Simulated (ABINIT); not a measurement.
Worked example: self-consistent single point of TiZn (Pm-3m, 2 atoms in the cell) in ABINIT.

Level of theory: LDA (PW92), PAW (JTH v2.0 LDA PAW) (plane waves; ABINIT 10.0.3).

```xyz
2
Lattice="3.1237 0.0000 0.0000 0.0000 3.1237 0.0000 0.0000 0.0000 3.1237" Properties=species:S:1:pos:R:3 pbc="T T T"
Ti     1.5619     1.5619     1.5619
Zn     0.0000     0.0000     0.0000
```

Reference input (self-consistent single point, DFT, PBEsol, plane waves, PAW (JTH v2.0 PBE PAW, files made for PBE)): pseudos = [Ti.GGA_PBE-JTH.xml, Zn.GGA_PBE-JTH.xml]; ecut = 30 Ha; pawecutdg = 60 Ha; pawxcdev = 0; ixc = -116133; occopt = 3; tsmear = 0.1 eV; ngkpt = 7 7 7; nshiftk = 1; shiftk = 0 0 0; potentials = JTH v2.0 PBE PAW; nband = 17. This run's input differs from it in these lines:

```diff
@@ -1,4 +1,4 @@
-# TiZn, JTH v2.0 PBE PAW
+# TiZn, JTH v2.0 LDA PAW
 pp_dirpath "./"
-pseudos "Ti.GGA_PBE-JTH.xml, Zn.GGA_PBE-JTH.xml"
+pseudos "Ti.LDA_PW-JTH.xml, Zn.LDA_PW-JTH.xml"
 acell 3*1.0
@@ -18,3 +18,2 @@
 pawxcdev 0
-ixc -116133
 occopt 3
```

Its files differ too (potentials: JTH v2.0 PBE PAW → JTH v2.0 LDA PAW).

Output (repeated stretches shortened):

```
--- !BeginCycle
solver: {iscf: 17, nstep: 80, nline: 4, wfoptalg: 10, }
tolerances: {tolvrs: 1.00E-12, }
...

     iter   Etot(hartree)      deltaE(h)  residm     nres2
 ETOT  1  -119.58832041308    -1.196E+02 3.730E+01 2.041E+01
 ETOT  2  -123.51241745711    -3.924E+00 6.609E-01 1.011E+02
 ETOT  3  -123.34829277635     1.641E-01 3.172E-01 3.614E+01
 ETOT  4  -123.30326017884     4.503E-02 9.623E-02 1.823E+01
 ETOT  5  -123.26183465813     4.143E-02 6.251E-02 3.555E-01
   [... 17 lines left out ...]
 ETOT 23  -123.26530044886    -4.547E-13 1.062E-03 1.745E-10
 ETOT 24  -123.26530044886     2.416E-13 3.726E-04 1.531E-11
 ETOT 25  -123.26530044886    -3.411E-13 6.844E-04 1.266E-11
 ETOT 26  -123.26530044886     5.400E-13 2.398E-04 7.471E-13
 At SCF step   26       nres2   =  7.47E-13 < tolvrs=  1.00E-12 =>converged.

 Cartesian components of stress tensor (hartree/bohr^3)
  sigma(1 1)=  2.35806987E-04  sigma(3 2)=  0.00000000E+00
  sigma(2 2)=  2.35806987E-04  sigma(3 1)=  0.00000000E+00
  sigma(3 3)=  2.35806987E-04  sigma(2 1)=  0.00000000E+00

 ----iterations are completed or convergence reached----

 reduced coordinates (array xred) for    2 atoms
       0.500000000000      0.500000000000      0.500000000000
       0.000000000000      0.000000000000      0.000000000000
 cartesian forces (eV/Angstrom) at end:
    1     -0.00000000000000    -0.00000000000000    -0.00000000000000
    2     -0.00000000000000    -0.00000000000000    -0.00000000000000
 frms,max,avg= 0.0000000E+00 0.0000000E+00   0.000E+00  0.000E+00  0.000E+00 e/A
   [... lines left out ...]
 Fermi (or HOMO) energy (eV) =   9.42003   Average Vxc (eV)= -11.29642
   [... lines left out ...]
'-kT*entropy'       : -1.37079154419734E-03
total_energy        : -1.23265299770925E+02
total_energy_eV     : -3.35421938868462E+03
...

-Cartesian components of stress tensor (GPa)         [Pressure= -6.9377E+00 GPa]
- sigma(1 1)=  6.93767990E+00  sigma(3 2)=  0.00000000E+00
- sigma(2 2)=  6.93767990E+00  sigma(3 1)=  0.00000000E+00
- sigma(3 3)=  6.93767990E+00  sigma(2 1)=  0.00000000E+00

 Calculation completed.
```

The run converged in 26 iterations. Against the reference run the pressure goes from -2.62 to -6.94 GPa.

The starting cell comes from a database of computed structures (which also holds hypothetical and non-ambient phases and stackings), without a prior relaxation at this level. Spin polarisation is off. With a pressure of about -7 GPa the cell is away from its equilibrium volume at this level.
